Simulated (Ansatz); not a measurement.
Take ZnSe in the zinc blende structure (space group F-43m, No. 216) as the base.

```xyz
2
Lattice="0.0000 2.8327 2.8327 2.8327 0.0000 2.8327 2.8327 2.8327 0.0000" Properties=species:S:1:pos:R:3 pbc="T T T"
Se     4.2491     4.2491     4.2491
Zn     0.0000     0.0000     0.0000
```

Cartesian axes are those of the cell as printed.

Method: r2SCAN/PAW in Ansatz (a program for electronic structure), no SOC.

Before the change:

The shortest interatomic distance comes out as 245.3 pm.

Perturbation: compressive biaxial strain of 4.63 % in the plane normal to [001], as in epitaxy on a mismatched substrate; the out-of-plane cell vector and the atoms relax.

What does the calculation give for the ratio −ε⊥/ε∥ after the change?

The ratio −ε⊥/ε∥ is 1.13.

What does the calculation give for the shortest interatomic distance after the change?

The shortest interatomic distance falls by 3.0 pm to 242.3 pm.

Whether these cells are dynamically stable was not tested.
